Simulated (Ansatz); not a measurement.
Sn on the 1x1 (111) surface of fcc Pt, one in a 2x2 cell, energies for each (27.3 Å²). Energies are against an atom of beta tin, without zero-point or thermal terms; each row is named by its start.

Calculation: PBE (plane waves to 420 eV, PAW; Ansatz, an electronic-structure program).

Slab: 17 atoms, 6.9 Å thick at the start under the adsorbate (thin: gaps and levels are the slab's own); k 6x6x1, smearing 0.1 eV, dipole-corrected; 8 atoms held, the rest relaxed; each run with such symmetry as its start has; spin where the adsorbate may keep a moment, no spin-orbit, no U, no dispersion correction.

A negative adsorption energy means that the adsorbate is more stable on the surface than in its reference. Starts that drift may end in the same place. Heights count from the host atoms within 0.3 Å of the top one.

```csv
starting site,E_ads (eV),height (Å),nearest host atom (Å),bonded to,Δ work function (eV),lateral drift (Å),moment (μB)
top Pt,[?],2.28,Pt 2.47,Pt,-1.75,0.0,0.0
hollow Pt-Pt-Pt over Pt at depth 2.3 Å,-1.70,2.11,Pt 2.67,3 Pt,-1.39,0.0,–
hollow Pt-Pt-Pt over Pt at depth 4.6 Å,-1.71,2.10,Pt 2.67,3 Pt,-1.38,0.0,–
bridge Pt-Pt (span 2.8 Å),-1.70,2.11,Pt 2.67,3 Pt,-1.39,0.8,–
```

Task: What belongs in the gaps?

Result: 
- top Pt, E_ads (eV): -0.71
